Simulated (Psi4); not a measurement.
Psi4 1.11, B3LYP/def2-svp: N1[SiH]N[SiH2]N[SiH2]1, charge +1, multiplicity 1, 14 atoms. The geometry is a generated start, not checked to be a minimum at this level.

- task = energy
- method = b3lyp
- basis = def2-svp
- memory = 3 GB
- maxiter = 100
- keys of the molecule block = symmetry c1
- scf_type = df (default)
- guess = auto, which took SAD (default)
- e_convergence = 1e-06 (default)
- d_convergence = 1e-06 (default)
- dft_radial_points = 75 (default)
- dft_spherical_points = 302 (default)
- basis functions = 136
- grid points = 296624

```xyz
14

N      0.7170    -1.5217     0.2109
Si     1.8208    -0.3305    -0.1911
N      1.1802     1.2112    -0.2865
Si    -0.5183     1.7110     0.0323
N     -1.4181     0.2408    -0.1368
Si    -1.0801    -1.4177     0.2320
H      1.0598    -2.4488     0.4204
H      3.2075    -0.6071    -0.4578
H      1.7939     1.9783    -0.5233
H     -0.8663     2.6245    -1.0458
H     -0.5104     2.2472     1.3909
H     -2.3897     0.3955    -0.3590
H     -1.5447    -2.2533    -0.8696
H     -1.4516    -1.8294     1.5833
```

Charge 1 and multiplicity 1 are set for this test and not shown to be the ground state.

With the defaults (diis = true, scf_initial_accelerator = adiis, damping_percentage = 0, level_shift = 0, level_shift_cutoff = 0.01, soscf = false, soscf_start_convergence = 0.01, diis_max_vecs = 10) it converges in 9 SCF iterations. One run each on 2 threads, with these changes:
- scf_initial_accelerator = ediis
- scf_initial_accelerator = none
- level_shift = 0.5, level_shift_cutoff = 0.001
- diis_max_vecs = 20
- diis_max_vecs = 6
- level_shift = 0.1, level_shift_cutoff = 0.001
- soscf = true, soscf_start_convergence = 0.1
- diis = false, scf_initial_accelerator = none, damping_percentage = 60
- soscf = true

### Question
Name the settings that don't reach the solution of the defaults.

### Answer
No convergence: diis = false, scf_initial_accelerator = none, damping_percentage = 60 (the run ends without SCF convergence in 100 iterations). The rest reach the solution of the defaults.

```json
[
 {"setting": "soscf = true, soscf_start_convergence = 0.1", "SCF iterations": "6", "JK calls": "22", "end": "same solution"},
 {"setting": "soscf = true", "SCF iterations": "6", "JK calls": "17", "end": "same solution"},
 {"setting": "the defaults", "SCF iterations": "9", "JK calls": "10", "end": "same solution"},
 {"setting": "level_shift = 0.5, level_shift_cutoff = 0.001", "SCF iterations": "9", "JK calls": "10", "end": "same solution"},
 {"setting": "level_shift = 0.1, level_shift_cutoff = 0.001", "SCF iterations": "9", "JK calls": "10", "end": "same solution"},
 {"setting": "scf_initial_accelerator = ediis", "SCF iterations": "9", "JK calls": "10", "end": "same solution"},
 {"setting": "scf_initial_accelerator = none", "SCF iterations": "9", "JK calls": "10", "end": "same solution"},
 {"setting": "diis_max_vecs = 20", "SCF iterations": "9", "JK calls": "10", "end": "same solution"},
 {"setting": "diis_max_vecs = 6", "SCF iterations": "10", "JK calls": "11", "end": "same solution"},
 {"setting": "diis = false, scf_initial_accelerator = none, damping_percentage = 60", "SCF iterations": "100", "JK calls": "101", "end": "no convergence"}
]
```

An SOSCF iteration holds several JK calls; a Hückel guess adds calls on atoms.
